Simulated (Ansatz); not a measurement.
Input and output of a relaxation of cell and atoms for TiTe (Pm-3m, 2 atoms in the cell) (Ansatz, a first-principles code).

Computed with PBE (plane waves, PAW; Ansatz).

```
TiTe
1.0
    3.54512     0.00000     0.00000
    0.00000     3.54512     0.00000
    0.00000     0.00000     3.54512
Ti Te
1 1
Cartesian
  0.00000   0.00000   0.00000
  1.77256   1.77256   1.77256
```

Reference input (self-consistent single point, DFT, PBE, plane waves, default PAW files): basis.ecutwfc = 420 eV; kpoints.mp_grid.grid = 9 9 9; kpoints.mp_grid.shift = 0.5 0.5 0.5; hamiltonian.xc = pbe; hamiltonian.pseudopotentials = {kind: paw} (the program's default PAW files); scf.occupations.method = cold; scf.occupations.width = 0.05 eV. This run's input differs from it in these lines:

```diff
@@ -22,2 +22,5 @@
     width: 0.05
+relax:
+  cell:
+    p_target: 5.0 GPa
 output:
```

The program printed (abridged):

```
   [... SCF lines of the steps left out ...]
relax step   1: F+E_penalty+E_count = -9480.36871797 eV  Δ(F+E_penalty+E_count) = +0.000e0 eV  max|allowed force component| = 9.433e-30 eV/Å  Δτ_max = 0.0000 Å  P = -7.751 GPa  Ω = 44.554 Å³  (6 SCF iters, dr2 threshold 1.00e-7 eV, accepted)
relax step   2: F+E_penalty+E_count = -9480.45976034 eV  Δ(F+E_penalty+E_count) = -9.104e-2 eV  max|allowed force component| = 8.546e-31 eV/Å  Δτ_max = 0.0000 Å  P = +4.916 GPa  Ω = 38.351 Å³  energy of the carried Pulay correction = +9.586e-4 eV  [...]
relax step   3: F+E_penalty+E_count = -9480.45866526 eV  Δ(F+E_penalty+E_count) = +1.095e-3 eV  max|allowed force component| = 8.152e-30 eV/Å  Δτ_max = 0.0000 Å  P = +5.024 GPa  Ω = 38.315 Å³  energy of the carried Pulay correction = +9.645e-4 eV  [...]
relax step   4: F+E_penalty+E_count = -9480.45750552 eV  Δ(F+E_penalty+E_count) = +1.160e-3 eV  max|allowed force component| = 2.498e-29 eV/Å  Δτ_max = 0.0000 Å  P = +5.033 GPa  Ω = 38.315 Å³  stress off target by 3.34e-2 GPa  SCF on the basis [...]
basis re-selected at this cell: Δ(F+E_penalty+E_count) = +1.160e-3 eV, ΔP = +0.009 GPa vs the last step
the relaxation is at rest under the 48 symmetry operations that the run kept from its start: a minimum is not shown …
Stability not checked (fill_not_monotonic)
Free energy (F): -9480.457506 eV
Internal energy: -9480.457580 eV  (E = F + TS)
   [... lines left out ...]
Fermi energy:    15.766925 eV
   [... lines left out ...]
  cell:  # Å, volume = 38.3154 Å³
    - [3.3712500072521103, -1.3160521286646111e-33, -1.5407439555097887e-33]
    - [-1.3160521286646111e-33, 3.3712500072521103, 0.0]
    - [-1.5407439555097887e-33, 0.0, 3.3712500072521103]
  atoms:
    - { symbol: Ti, position: [-5.1468214019092146e-49, -1.3015676948217168e-35, -1.3581575945965592e-35] }
    - { symbol: Te, position: [0.49999999999999994, 0.49999999999999994, 0.49999999999999994] }
```

The run converged. 

Summary of the result:
| Property | Result |
|---|---|
| Free energy E − TS (on the zero of these files) | -9480.4575 eV |
| Fermi level (on the code's own zero) | 15.77 eV |
| Pressure | 5.03 GPa |
| Final cell | a = 3.3713 Å, b = 3.3713 Å, c = 3.3713 Å, α = 90.00°, β = 90.00°, γ = 90.00° |
| Final volume per atom | 19.16 Å³ |
| Relaxation steps | 4 |

The starting cell was generated: these elements placed on a structure prototype, without a prior relaxation; it need not be a known phase or ordering of this composition. Spin polarisation is off, so a magnetic state, if there is one, cannot be reached. The relaxation keeps the symmetry of its start, so its end need not be a minimum. Ansatz's pressure includes its estimate of the finite-basis (Pulay) stress.

Keys are those of Ansatz 0.2.
